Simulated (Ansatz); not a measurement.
Consider InSb in the zinc blende structure (space group F-43m, No. 216).

```yaml
crystal:
  lattice:
    - [0.00000, 3.27796, 3.27796]
    - [3.27796, 0.00000, 3.27796]
    - [3.27796, 3.27796, 0.00000]
  atoms:
    - { symbol: Sb, position: [0.75000, 0.75000, 0.75000] }
    - { symbol: In, position: [0.00000, 0.00000, 0.00000] }
```

Cartesian axes are those of the cell as printed.

Method: Ansatz (a program for electronic structure) r2SCAN, spin-orbit coupling left out.

Base values:

Shortest interatomic distance: 2.839 Å

Now apply this change: uniaxial stress, 1 GPa compression along x; all other stress components relax to zero.

Task: How does this affect the shortest interatomic distance?

Result: The shortest interatomic distance shrinks by 0.007 Å, from 2.839 Å to 2.832 Å.

Task: Predict the new energy relative to the base.

Result: The energy goes up by 2.9 meV/atom.

Load acts through the strain it causes; cell and atoms are relaxed under it. Stability under load was not tested beyond the relaxation. The final runs are not spin-polarised. Gaps under 0.05 eV, about the width of the smearing, are given as zero.
